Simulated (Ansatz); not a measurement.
Response to strain in TiC

Take TiC in the rock salt structure (space group Fm-3m, No. 225; a = 4.328 Å) as the base. Axes: x, y, z lie along the cube axes.

Strains are applied to the cell and any free atomic positions relax; under biaxial strain the out-of-plane vector relaxes too.

Level of theory: plane-wave PAW DFT at the r2SCAN level (Ansatz, a program for electronic structure, 500 eV), no SOC.

Candidates:
(a) biaxial strain −2.13 %, plane normal [111], relaxed out of plane
(b) isotropic strain −2.38 %
(c) uniaxial strain ε_yy = −3.76 %

Notes on the quantities. energy relative to the base: free energy F.

Question: Order them by energy relative to the base, highest first.

Answer: (b) isotropic strain −2.38 % (+45 meV/atom), (c) uniaxial strain ε_yy = −3.76 % (+27 meV/atom), (a) biaxial strain −2.13 %, plane normal [111], relaxed out of plane (+17 meV/atom)

Without a gap, meshes like the base's 18×18×18 leave anisotropic stresses uncertain by several tenths of a GPa, and small strain energies with them. Stability against distortions was not tested. All final runs are without spin polarisation.
